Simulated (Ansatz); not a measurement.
YSi2 (P6/mmm, No. 191, 3 atoms in the cell; start COD 4344493)

Level of theory: r²SCAN in Ansatz (plane waves, PAW).

Settings: plane-wave cutoff 560 eV, 18×18×14 k mesh (along the axes of the cell as run), Fermi–Dirac smearing 0.05 eV, scalar-relativistic PAW data made under PBE.

Cell (relaxed at this level):

```cif
data_Si2Y
_chemical_formula_sum 'Y1 Si2'
_space_group_name_H-M_alt 'P 1'
_space_group_IT_number 1
_cell_length_a 4.06740
_cell_length_b 4.06740
_cell_length_c 3.99915
_cell_angle_alpha 90.000
_cell_angle_beta 90.000
_cell_angle_gamma 120.000
loop_
_space_group_symop_operation_xyz
  'x, y, z'
loop_
_atom_site_label
_atom_site_type_symbol
_atom_site_fract_x
_atom_site_fract_y
_atom_site_fract_z
_atom_site_occupancy
Y1 Y 0.00000 0.00000 0.00000 1
Si1 Si 0.33333 0.66667 0.50000 1
Si2 Si 0.66667 0.33333 0.50000 1
```

| Property | Value |
|---|---|
| band gap | none |
| bulk modulus B0 | 89.4 GPa |

Note: the relaxation could not lower the start's symmetry, so the cell can be a saddle point above a distorted one; the bulk modulus is −V dP/dV from two relaxed cells at ±2 % in volume.

Spin–orbit coupling is not included.

The computed numbers hold no vibrational or temperature effects.

Cost on a shared machine: around 100 core-seconds (rough).

Ansatz is an electronic-structure program.
